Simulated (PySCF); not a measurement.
PySCF 2.14.0, HF/def2-tzvp, df: Ga(Cl) ([Cl][Ga]), 2 atoms. The geometry is a generated start, not checked to be a minimum at this level.

```
Item                           Value
-------------------  ---------------
task                          energy
method                            hf
basis                      def2-tzvp
two-electron scheme  density fitting
mol.max_memory               3000 MB
mf.max_cycle                     100
mf.init_guess        minao (default)
mf.DIIS              CDIIS (default)
mf.diis_space            8 (default)
mf.conv_tol          1e-09 (default)
basis functions                   85
```

```xyz
2

Ga    -0.6408    -0.6144    -0.6241
Cl     0.6408     0.6144     0.6241
```

One run each on 2 threads, 1 BLAS thread. Values of level_shift (Hartree) tried: 0 (default), 0.1, 0.3, 1.

Problem. Which value of level_shift (Hartree) needs the fewest Fock builds, and what happens away from it?

Solution. Fewest Fock builds: 0 (default) with 11. The count rises to 26 at 1. All converge to one solution.

| level_shift (Hartree) | Fock builds | end |
|---|---|---|
| 0 (default) | 11 | same solution |
| 0.1 | 13 | same solution |
| 0.3 | 15 | same solution |
| 1 | 26 | same solution |
